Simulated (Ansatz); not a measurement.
What biaxial strain −1.11 %, plane normal [001], relaxed out of plane does to HfN

Start from HfN in the rock salt structure (space group Fm-3m, No. 225; a = 4.502 Å; relaxed with 0.1 eV smearing). Axes: x, y, z lie along the cube axes.

It is then changed as follows: compressive biaxial strain of 1.11 % in the plane normal to [001], as in epitaxy on a mismatched substrate; the out-of-plane cell vector and the atoms relax.

Level of theory: PBEsol (Ansatz, a program for electronic structure), no spin-orbit coupling. Γ-centred 22×22×22 mesh, Fermi–Dirac width 0.1 eV.

```csv
quantity,base,changed,shift
volume per atom,11.40 Å³,11.20 Å³,-0.208 Å³
space group,Fm-3m (No. 225),I4/mmm (No. 139),–
shortest interatomic distance,2.251 Å,2.226 Å,-0.025 Å
energy relative to the base (free energy F),0 meV/atom,+6.4 meV/atom,+6.4 meV/atom
"pressure (mean of the normal stresses, compression positive)",0.0 GPa,5.6 GPa,+5.6 GPa
band gap,zero,zero,–
out-of-plane strain,–,+0.39 %,–
ratio −ε⊥/ε∥,–,0.35,–
```

Cost of the whole job for the changed cell (relaxation, final SCF and bands): very roughly 4 core-minutes.

Whether these cells are dynamically stable was not tested. All final runs are without spin polarisation. An odd electron count without spin: HfN.
